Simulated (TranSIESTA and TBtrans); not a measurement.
## Pb chain with one O atom inserted

Junction: Pb chain with one O atom inserted. Leads: straight Pb chain, spacing 2.708 Å. Geometry: 3 atoms about the centre moved by SIESTA (PBE, DZP) to a largest force of 0.03 eV/Å, all others as built, motion along the axis alone.

Computed with TranSIESTA and TBtrans, PBE, DZP numerical orbitals (energy shift 0.15 eV), PseudoDojo norm-conserving scalar-relativistic potentials, mesh cutoff 200 Ry, 300 K, spin-polarised (collinear), no spin-orbit coupling; self-consistent non-equilibrium Green functions.

* **Conductance at 300 K (G0 = 2e²/h)**: 1.34
* **Mean T from −0.5 to 0.5 eV**: 1.25

Energies count from the leads' Fermi level. Transmissions are for each spin. The energy step is 0.01 eV; narrower resonances are cut or missed.

```csv
E (eV),T up,T down,lead channels up,down
-1.95,0.36,0.36,1,1
-1.80,0.38,0.38,1,1
-1.65,0.40,0.40,1,1
-1.50,0.42,0.42,1,1
-1.35,0.43,0.43,1,1
-1.20,0.44,0.44,1,1
-1.05,0.45,0.45,1,1
-0.90,0.52,0.52,3,3
-0.75,0.70,0.70,3,3
-0.60,0.87,0.86,3,3
-0.45,1.04,1.03,3,3
-0.30,1.19,1.19,3,3
-0.15,1.29,1.30,3,3
0.00,1.34,1.35,3,3
0.15,1.33,1.34,3,3
0.30,1.28,1.29,3,3
0.45,1.21,1.22,3,3
0.60,1.14,1.14,3,3
0.75,1.07,1.07,3,3
0.90,1.01,1.01,3,3
1.05,0.96,0.96,3,3
1.20,0.92,0.92,3,3
1.35,0.89,0.89,3,3
1.50,0.86,0.87,3,3
1.65,0.84,0.84,3,3
1.80,0.82,0.83,3,3
1.95,0.81,0.81,3,3
```

Moments were seeded on the central atoms alone, and one start was tried. The straight chain is held at its spacing; free chains may zigzag or dimerise. Spin-orbit coupling, left out here, matters for the heavy atoms.
